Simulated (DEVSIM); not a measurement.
Structure: Ru/AlN/n-In0.53Ga0.47As capacitor, at 300 K.

Layer 1 from the left is AlN, thickness (nm) 8.80. Layer 2 from the left is In0.53Ga0.47As, thickness (nm) 2400, Nd (cm⁻³) 5.4e16.

Metal gate on the left, work function 4.7 eV. Fixed charge at the semiconductor interface -1.3e10 cm⁻² (in units of +e); no interface traps.

Constants are typed, rounded textbook-type inputs, not results; the design itself was drawn at random and stands for no fabricated device. Values at 300 K.

AlN: gap (eV) 6.1, affinity (eV) 1.9, permittivity 8.5. In0.53Ga0.47As: gap (eV) 0.74, affinity (eV) 4.51, permittivity 13.9, Nc (cm⁻³) 2.1e17, Nv (cm⁻³) 7.7e18.

Task: Estimate by hand the flat-band voltage, the threshold voltage, and compare with a numerical solution.

Result: 
- Flat-band voltage: C = 0.855 μF/cm², work-function difference 0.155 V; VFB = φms − qNf/C = 0.16 V; numerical 0.16 V.
- Threshold voltage: φF = 0.288 V, depletion charge √(4εqNφF) = 1.11e-7 C/cm²; VT = VFB − 2φF − Qd/C = -0.55 V; numerical -0.55 V.

Simulated with DEVSIM: 1D Poisson equation in equilibrium, Boltzmann statistics, complete ionisation; no quantum confinement or tunnelling. Metal contacts follow the ideal Schottky-Mott rule: no Fermi-level pinning, no interface dipoles.
